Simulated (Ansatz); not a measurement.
Functionals compared on a constructed model of the (0001) surface of hcp Re, a pseudomorphic layer of Mn in the host's stacking (bottom of the slab: a bare face, its two planes held), in Ansatz (plane waves, PAW). The structure was relaxed with PBE; the other rows are single points on it. Cutoff 420 eV.

Model: 7-atom slab, 13.8 Å thick at the start, 15x15x1 mesh, Fermi-Dirac 0.1 eV, dipole correction, 2 atoms held, the rest relaxed; symmetry of the start imposed; spin-polarised, ending with about 3.7 μB a cell; orders that need a larger cell were not tried, no spin-orbit, no U. It is one candidate, not shown to be the stable structure of the face. These notes are the PBE run's.

```
functional  work function of the top face (eV)  magnetic moment of the cell (μB)  rough cost of the single point
----------  ----------------------------------  --------------------------------  ------------------------------
PBE                                       4.38                              3.71                               –
RPBE                                       ___                              3.78         roughly 50 core-seconds
```

Problem. What belongs in the gaps?

Solution. 
- RPBE, work function of the top face (eV): 4.24

Ansatz is an electronic-structure program.
